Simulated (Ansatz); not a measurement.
**GeS: pressure 30 GPa**

Take GeS in the GeS type structure (space group Pnma, No. 62; a = 10.661 Å, b = 3.681 Å, c = 4.356 Å; layered, stacked along the Cartesian x axis) as the base.

It is then changed as follows: cell and atoms relaxed at a pressure of 30 GPa.

Method: Kohn–Sham DFT with the PBE-D3(BJ) functional, run in Ansatz (a first-principles code) with PAW and 420 eV plane waves, no spin-orbit coupling. k-mesh 3×9×8 (Γ-centred); smearing 0.05 eV (Fermi–Dirac).

```csv
quantity,base,changed,shift
shortest interatomic distance,2.462 Å,2.331 Å,-0.131 Å
enthalpy H = E + PV relative to the base's energy,–,+3.07 eV/atom,–
band gap,1.24 eV,zero,–
```

Cost of the whole job for the changed cell (relaxation, final SCF and bands): around 3 core-minutes (rough).

A case with no gap was solved on a k-mesh chosen for an insulator, which is coarse for it. Load acts through the strain it causes; cell and atoms are relaxed under it. Whether these cells are dynamically stable was not tested. No other phases were tried under pressure. All final runs are without spin polarisation. The D3 term's C6 switches between coordination references near this geometry, which can add small steps to energies.
